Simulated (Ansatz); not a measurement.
The starting structures come from a database of crystals and need not be the phases stable at ambient conditions.

Inside the gap of an insulator the Bloch states are evanescent, with a wavenumber k + iκ along the transport direction.

Consider the following.

```
CELL_PARAMETERS angstrom
      5.28728     0.00000     0.01452
      0.00000     7.11905     0.00000
      2.11693     0.00000     4.84501
ATOMIC_POSITIONS crystal
  Cr 0.36575 0.25000 0.36575
  Cr 0.63425 0.75000 0.63425
  Hg 0.00000 0.50000 0.00000
  Hg 0.00000 0.00000 0.00000
  O  0.28394 0.75000 0.76494
  O  0.71606 0.25000 0.23506
  O  0.23506 0.25000 0.71606
  O  0.76494 0.75000 0.28394
  O  0.73805 0.93792 0.73805
  O  0.26195 0.06208 0.26195
  O  0.26195 0.43792 0.26195
  O  0.73805 0.56208 0.73805
```

Space group of this cell: Cmcm. The cell was relaxed by PBE-D3(BJ); by r2SCAN its mean pressure is -2.8 GPa.

Transport runs along the normal of the first two printed cell vectors.

The gap is the functional's own, uncorrected, and κ follows it; spin-orbit coupling is left out. Mid-gap values are interpolated between the computed energies.

Q: State the band gap and the smallest decay constant κ at mid-gap according to r2SCAN (Ansatz, an electronic-structure program).

A: Gap 1.67 eV on a 6×4×6 mesh; κ = 0.426 1/Å, at (0.500, 0.000) of the in-plane reciprocal vectors. At the zone centre, at the nearest computed energy, the slowest state has κ = 0.47 1/Å.
